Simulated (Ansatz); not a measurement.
Levels about the gap of amorphous Si$_{14}$Zr$_{8}$O$_{44}$ (66 atoms in a cell of 922 Å³, 3.29 g/cm³; zone centre alone, so wide bands show as single levels with stretches between that a denser mesh fills), at the geometry that PBE relaxed, where it gives 0.0 GPa on a denser mesh. The participation number counts the atoms over which a state spreads; weights are charges in smoothed Voronoi cells. The levels come from a single point, so bond lengths are those of that geometry. Method of the levels: r2SCAN, scalar-relativistic without spin-orbit coupling (Ansatz, a quantum-chemistry and plane-wave program). Sampling: the zone centre alone; Fermi-Dirac width 0.02 eV; no spin polarisation. At PBE the levels at both edges of the gap are localised (band-tail or defect states), and the nearest spread-out levels lie 4.5 eV apart at the zone centre.

Preparation: random packing, a CHGNet melt and quench, and a DFT relaxation. O atoms were pushed apart under 1.9 Å during the dynamics, to hinder bonds among them. The hot cell started wider than the set density and was brought back towards it in steps. It is the lowest in DFT energy of 2 quenches. It is a model cell: composition and starting density were chosen by hand, and all elements were melted together. No dispersion term was used. Its density started from a set value of 3.32 and ended at 3.29 g/cm³. The simulated quench (nominally 310 K/ps over its main leg) is rapid and tends to freeze in more defects than a deposited or slowly cooled glass has. One small periodic cell is one sample of the glass; other quenches scatter about these values. Volume and shape were free in the relaxation.

```csv
"E - E(highest filled), eV",filling,participation number,largest on,weight O,weight Zr,weight Si
-0.57,filled,10.6,"O, 2 neighbours",0.95,0.03,0.02
-0.55,filled,17.8,"O, 2 neighbours",0.95,0.03,0.02
-0.47,filled,8.6,"O, 2 neighbours",0.94,0.03,0.02
-0.46,filled,15.6,"O, 2 neighbours",0.96,0.02,0.02
-0.38,filled,8.7,"O, 2 neighbours",0.96,0.02,0.02
-0.30,filled,13.2,"O, 3 neighbours",0.96,0.01,0.02
0.00,filled,4.3,"O, 2 neighbours",0.96,0.02,0.02
4.42,empty,4.4,"Zr, 5 neighbours",0.28,0.70,0.02
4.50,empty,8.6,"Zr, 5 neighbours",0.30,0.68,0.02
4.62,empty,5.0,"Zr, 6 neighbours",0.34,0.63,0.03
4.75,empty,5.1,"Zr, 5 neighbours",0.28,0.69,0.02
4.78,empty,4.1,"Zr, 5 neighbours",0.31,0.66,0.03
4.85,empty,14.1,"Zr, 5 neighbours",0.32,0.65,0.03
4.91,empty,13.9,"Zr, 6 neighbours",0.34,0.63,0.04
```

Most localised among these is the empty level at +4.78 eV, on a Zr atom, which has 5 neighbours (O 1.93 Å, O 2.00 Å, O 2.13 Å, O 2.16 Å, O 2.32 Å).
